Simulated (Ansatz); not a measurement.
AlAs (I-4m2): band-edge transport data

```xyz
2
Lattice="0.0000 2.8990 2.6670 2.8990 0.0000 2.6670 2.8990 2.8990 0.0000" Properties=species:S:1:pos:R:3 pbc="T T T"
Al     0.0000     0.0000     0.0000
As     1.4495     1.4495     1.3335
```

Computed with PBE with spin-orbit coupling, rigid bands (plane waves, PAW; Ansatz, a program for electronic structure). Condition of this run: uniaxial stress along [001] of 3.6 GPa (compression positive) (the target of the relaxation). How the cell was made: cell and atoms relaxed with PBEsol, then loaded as said.

| Property | Value |
|---|---|
| band gap | 0.90 eV |
| electron conductivity mass (300 K, dilute) | 0.29 (x), 0.29 (y), 1.08 (z) mₑ |
| hole conductivity mass (300 K, dilute) | 0.51 (x), 0.51 (y), 0.21 (z) mₑ |
| effective density of states N_c (300 K) | 7.7e18 cm⁻³ |
| effective density of states N_v (300 K) | 4.9e18 cm⁻³ |
| density-of-states mass, electrons | 0.46 mₑ |
| density-of-states mass, holes | 0.34 mₑ |
| Seebeck coefficient, n-type 1e19 cm⁻³, 300 K | -199 μV/K |
| Seebeck coefficient, p-type 1e19 cm⁻³, 300 K | 189 μV/K |

Rigid bands; masses and Seebeck coefficients take one relaxation time τ for all states and one kind of carrier; polarons and phonon drag are left out. Geometry: cell and atoms relaxed with PBEsol.
